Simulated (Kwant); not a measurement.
Model system: quantum point contact (saddle potential) in a Ge (holes) two-dimensional gas. Effective mass 0.06 mₑ, grid spacing 10 nm, hard walls, nominal width 300 nm (29 grid rows, so walls 300 nm apart), one parabolic valley, scattering region 900 nm long along x; energies count from the band bottom; Fermi energy 0.00351 eV. Potential (V0 + ½k y²) cos²(πx/L) for |x| < L/2, with V0 swept from 0.0036855 to 0 eV, k = 4.6e-07 eV/nm², L = 440 nm.

Constants are typed, rounded textbook-type inputs, not results; the design itself was drawn at random and stands for no fabricated device.

Kwant, effective-mass tight-binding model on a square grid, one spin, coherent transport at 0 K. Conductance is in e²/h.

Sweep values stay those of the base run.

Base results: G (e²/h) at V0 = 2.777 meV 0.99; mean G (e²/h) over the sweep 2.21; G (e²/h) at V0 = 0.9614 meV 3.25; G (e²/h) at V0 = 1.870 meV 2.06.

### Question
What follows from this one change: Fermi energy 0.00351 → 0.003 eV?

### Answer
G at V0 = 2.777 meV 0.99 → 0.17 e²/h; mean G over the sweep 2.21 → 1.63 e²/h; G at V0 = 0.9614 meV 3.25 → 2.87 e²/h; G at V0 = 1.870 meV 2.06 → 1.48 e²/h.

### Question
What follows from this one change: curvature of the confinement 4.6e-07 → 3.9e-07 eV/nm²?

### Answer
G at V0 = 2.777 meV 0.99 → 1.02 e²/h; mean G over the sweep 2.21 → 2.40 e²/h; G at V0 = 0.9614 meV 3.25 → 3.78 e²/h; G at V0 = 1.870 meV 2.06 → 2.25 e²/h.

### Question
What follows from this one change: length of the gated region 440 → 220 nm?

### Answer
G at V0 = 2.777 meV little changed (0.99 e²/h); mean G over the sweep little changed (2.24 e²/h); G at V0 = 0.9614 meV 3.25 → 3.37 e²/h; G at V0 = 1.870 meV 2.06 → 2.17 e²/h.
